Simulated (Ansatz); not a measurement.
Start from AlCo in the CsCl type structure (space group Pm-3m, No. 221; weakly magnetic (sensitive to the mesh); relaxed with 0.1 eV smearing).

```yaml
crystal:
  lattice:
    - [2.82503, 0.00000, 0.00000]
    - [0.00000, 2.82503, 0.00000]
    - [0.00000, 0.00000, 2.82503]
  atoms:
    - { symbol: Al, position: [0.00000, 0.00000, 0.00000] }
    - { symbol: Co, position: [0.50000, 0.50000, 0.50000] }
```

Cartesian axes are those of the cell as printed.

All numbers come from Kohn–Sham DFT with the r2SCAN functional, run in Ansatz (a program for electronic structure) with PAW and 500 eV plane waves, without spin-orbit coupling.

Before the change:

| Quantity | Value |
|---|---|
| Volume per atom | 11.27 Å³ |
| Band gap | zero |

Modification: biaxial strain +0.14 %, plane normal [001], relaxed out of plane (Cartesian); in-plane vectors clamped, the third vector and the atoms free.

Problem. Predict the new energy relative to the base, in-plane stress, volume per atom and band gap.

Solution. The energy stays essentially unchanged; the mean in-plane stress (compression positive) comes out as -0.4 GPa; the volume per atom is nearly the same (11.27 Å³ against 11.29 Å³); the band gap remains zero.

Other magnetic orders, which the real material may have, were not ruled out. Stability against distortions was not tested. Seeded moments were not kept for the base.
